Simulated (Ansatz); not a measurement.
What isotropic strain +1.50 % does to HgTe

Start from HgTe in the zinc blende structure (space group F-43m, No. 216; a = 6.573 Å).

Modification: every lattice vector is stretched by 1.50 %; the atoms relax in the strained cell.

Level of theory: r2SCAN (Ansatz, an electronic-structure program, PAW, without spin-orbit coupling). k-mesh 12×12×12 (Γ-centred); smearing 0.05 eV (Fermi–Dirac).

* **Volume per atom**: 37.12 Å³ (base 35.49 Å³)
* **Space group**: F-43m (No. 216) (base F-43m (No. 216))
* **Shortest interatomic distance**: 5.459 bohr (base 5.378 bohr)
* **Energy relative to the base (free energy F)**: +8.5 meV/atom
* **Pressure**: -1.6 GPa (base 0.0 GPa)
* **Band gap**: zero (base zero)

Final structure:

```yaml
crystal:
  lattice:
    - [0.00000, 3.33569, 3.33569]
    - [3.33569, 0.00000, 3.33569]
    - [3.33569, 3.33569, 0.00000]
  atoms:
    - { symbol: Hg, position: [0.00000, 0.00000, 0.00000] }
    - { symbol: Te, position: [0.25000, 0.25000, 0.25000] }
```

With Hg and Te present, leaving out spin-orbit coupling can change the band edges. Whether these cells are dynamically stable was not tested. All final runs are without spin polarisation. The zero or small gap of HgTe can change with the level of theory.
